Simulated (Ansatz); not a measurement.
Reference: MgTe (P6_3mc), PBEsol with spin-orbit coupling, rigid bands (plane waves, PAW; Ansatz, a quantum-chemistry and plane-wave program); axes and stresses refer to this cell.

```yaml
crystal:
  lattice:
    - [4.56100, 0.00000, 0.00000]
    - [-2.28050, 3.94994, 0.00000]
    - [0.00000, 0.00000, 7.41100]
  atoms:
    - { symbol: Mg, position: [0.33333, 0.66667, 0.99658] }
    - { symbol: Mg, position: [0.66667, 0.33333, 0.49658] }
    - { symbol: Te, position: [0.33333, 0.66667, 0.37342] }
    - { symbol: Te, position: [0.66667, 0.33333, 0.87342] }
```

* **Seebeck coefficient, n-type 1e19 cm⁻³**: -102 μV/K
* **hole conductivity mass**: 1.14 mₑ
* **hole mass along x**: 1.34 mₑ

Problem. After one change the values are Seebeck coefficient, n-type 1e19 cm⁻³ -384 μV/K; hole conductivity mass 0.85 mₑ; hole mass along x 1.40 mₑ. What was changed between the two runs?
(A) hydrostatic pressure 5 GPa
(B) hydrostatic pressure -2 GPa
(C) hydrostatic pressure 10 GPa
(D) hydrostatic pressure 2 GPa

Solution. C, hydrostatic pressure 10 GPa

Masses are for dilute carriers at 300 K, harmonic means over directions unless an axis is named. Seebeck coefficients are for the stated density at 300 K, with one relaxation time for all states and whether or not that doping can be reached. Stresses and pressures are the targets of the relaxation.  The structure type is held under load, also where the real crystal would transform.
